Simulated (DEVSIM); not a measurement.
Structure: Ni/HfO2/p-Si capacitor, at 300 K.

| layer (left to right) | material | thickness (nm) | Na (cm⁻³) |
|---|---|---|---|
| 1 | HfO2 | 5.30 | - |
| 2 | Si | 710 | 6.5e17 |

Metal gate on the left, work function 5.1 eV. Fixed charge at the semiconductor interface 0 cm⁻² (in units of +e); no interface traps.

The device is made up for the run: typed textbook-type constants, with dimensions and the other settings drawn at random. Values at 300 K.

| parameter | HfO2 | Si |
|---|---|---|
| gap (eV) | 5.7 | 1.124 |
| affinity (eV) | 2.5 | 4.05 |
| permittivity | 22 | 11.7 |
| Nc (cm⁻³) | - | 2.86e19 |
| Nv (cm⁻³) | - | 3.1e19 |

DEVSIM, 1D Poisson equation in equilibrium, Boltzmann statistics, complete ionisation; no quantum confinement or tunnelling. Metal contacts follow the ideal Schottky-Mott rule: no Fermi-level pinning, no interface dipoles.

Base results: threshold voltage (band bending 2φF) (V) 1.07; flat-band voltage (V) 0.03; minimum of the low-frequency capacitance (μF/cm²) 0.252.

Task: What follows from this one change: substrate doping 6.5e+17 → 3.2e+17 cm^-3?

Result: threshold voltage (band bending 2φF) 1.07 → 1.02 V; flat-band voltage 0.03 → 0.04 V; minimum of the low-frequency capacitance 0.252 → 0.181 μF/cm².

Task: What follows from this one change: gate work function 5.1 → 4.8 eV?

Result: threshold voltage (band bending 2φF) 1.07 → 0.77 V; flat-band voltage 0.03 → -0.27 V; minimum of the low-frequency capacitance little changed (0.252 μF/cm²).
